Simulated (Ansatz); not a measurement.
**Defect calculation: Nb vacancy + C interstitial in bcc Nb**

These are PBE, PAW (plane waves to 420 eV; Ansatz, an electronic-structure program) values and carry that method's errors. Cell and caveats: 54-site cell; 4×4×4 shifted k-points; start: the Nb site; off centre in the vacancy; energies good to tenths of an eV; the relaxation kept the symmetry of the starting site; relaxed from one start, so a lower configuration may exist.

Neighbours after relaxation, in Å: of the emptied site: C 1.57; of the C atom: Nb 2.15, Nb 2.15, Nb 2.15, Nb 2.15, Nb 2.19.

Formation energies E_f are those of the neutral cell. Chemical conditions: impurity bounded by its compound with the host (Δμ(Nb) = 0.00 eV, Δμ(C) = -1.56 eV, bounded by Nb2C (Pnma); only phases computed here count, gases as isolated molecules at 0 K). Reference phases: C: graphite, Nb: bcc Nb.

The name describes the start; the neighbours show where the atoms ended.

```
charge         moment (μB)  point group  largest move off a lattice site (Å)  E_f, impurity bounded by its compound with the host (eV)
------  ------------------  -----------  -----------------------------------  --------------------------------------------------------
0       not spin-polarised          C4v                                 0.45                                                      3.59
```

Point groups are those of the whole cell at tolerances of 0.03 and 0.1 Å ("near" where only the looser one holds); none is given for unsettled states.
